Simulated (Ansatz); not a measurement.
The reference is MoS₂ in the 3R-MoS2 type structure (space group R3m, No. 160; a = 3.153 Å, c = 17.994 Å (hexagonal axes); layered, stacked along the Cartesian z axis).

(Cell as relaxed with PBE-D3(BJ).)

Levels (all Ansatz, an electronic-structure program, PAW, earlier PAW set): PBE-D3(BJ) (420 eV, scalar-relativistic without spin-orbit coupling); r2SCAN+rVV10 (500 eV, no SOC).

Each level relaxes its own structure.

```
base                 PBE-D3(BJ)  r2SCAN+rVV10
-------------------  ----------  ------------
volume per atom        17.22 Å³      18.03 Å³
lattice parameter a  5.959 bohr    6.001 bohr
band gap                0.77 eV       1.02 eV
```

Modification: a hydrostatic pressure of 7 GPa.

| quantity | PBE-D3(BJ) | r2SCAN+rVV10 |
|---|---|---|
| shift of the gap caused by the change | -0.41 eV | -0.41 eV |
| smallest direct gap | 1.76 eV | 1.94 eV |
| lattice parameter a | 5.865 bohr | 5.911 bohr |
| band gap | 0.36 eV | 0.61 eV |

PBE-D3(BJ)'s smallest direct gap lies 0.18 eV below r2SCAN+rVV10's; PBE-D3(BJ)'s lattice parameter a lies 0.046 bohr below r2SCAN+rVV10's (0.8 %); PBE-D3(BJ)'s band gap lies 0.25 eV below r2SCAN+rVV10's; the two agree on the shift of the gap caused by the change. Neither level is exact; r2SCAN+rVV10 is the comparison here, not a measurement.

Load acts through the strain it causes; cell and atoms are relaxed under it. Whether these cells are dynamically stable was not tested. Competing high-pressure phases were not computed.
